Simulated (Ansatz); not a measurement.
Consider the following.

```yaml
crystal:
  lattice:
    - [0.00000, 2.68000, 2.68000]
    - [2.68000, 0.00000, 2.68000]
    - [2.68000, 2.68000, 0.00000]
  atoms:
    - { symbol: Ga, position: [0.00000, 0.00000, 0.00000] }
    - { symbol: P, position: [0.25000, 0.25000, 0.25000] }
```

Computed with r2SCAN with spin-orbit coupling, rigid bands (plane waves, PAW; Ansatz, a quantum-chemistry and plane-wave program). Condition of this run: hydrostatic pressure 5 GPa (the target of the relaxation). Geometry: cell and atoms relaxed with r2SCAN, then loaded as said.

Problem. What conductivity effective mass do dilute holes have at 300 K?

Solution. 0.46 mₑ.

Problem. What conductivity effective mass do dilute electrons have at 300 K?

Solution. 0.34 mₑ.

Problem. And the band gap?

Solution. 1.73 eV at this level; semilocal functionals usually fall short of the measured gap.

Rigid bands, one relaxation time for all states, no polarons.
